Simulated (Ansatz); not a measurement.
**How far PBE and r2SCAN part for ZrSi2, pressure 15 GPa**

Start from ZrSi2 (space group Cmcm, No. 63; a = 3.704 Å, b = 14.792 Å, c = 3.679 Å).

(Cell as relaxed with PBE.)

Levels (all Ansatz, a quantum-chemistry and plane-wave program, PAW): PBE (420 eV, without spin-orbit coupling); r2SCAN (500 eV, no SOC).

Each level relaxes its own structure.

| base | PBE | r2SCAN |
|---|---|---|
| volume per atom | 16.80 Å³ | 16.75 Å³ |
| band gap | zero | zero |

One thing is altered: a hydrostatic pressure of 15 GPa.

```csv
quantity,PBE,r2SCAN
volume per atom,15.21 Å³,15.20 Å³
band gap,zero,zero
```

The two agree on the band gap. Neither level is exact; r2SCAN is the comparison here, not a measurement.

Load acts through the strain it causes; cell and atoms are relaxed under it. No phonon test of stability was made. Competing high-pressure phases were not computed. All final runs are without spin polarisation.
